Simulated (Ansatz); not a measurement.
The reference is YSi in the rock salt structure (space group Fm-3m, No. 225; a hypothetical phase, not in the database extracts checked).

```xyz
2
Lattice="0.0000 2.8717 2.8717 2.8717 0.0000 2.8717 2.8717 2.8717 0.0000" Properties=species:S:1:pos:R:3 pbc="T T T"
Si     0.0000     0.0000     0.0000
Y      2.8717     2.8717     2.8717
```

Levels (all Ansatz, a first-principles code, PAW): PBEsol (420 eV, no spin-orbit coupling); r2SCAN (500 eV, no SOC).

The geometry is relaxed with PBEsol.

PBEsol pressure: 0.0 GPa

How does going to r2SCAN change the pressure?

The pressure goes from zero to 3.5 GPa.

Single points use the geometry relaxed with PBEsol. Their cutoffs differ, which shifts pressures a little. Whether these cells are dynamically stable was not tested. The final runs are not spin-polarised. An odd electron count without spin: YSi. YSi has a high density of states at the Fermi level and may be magnetic at this level.
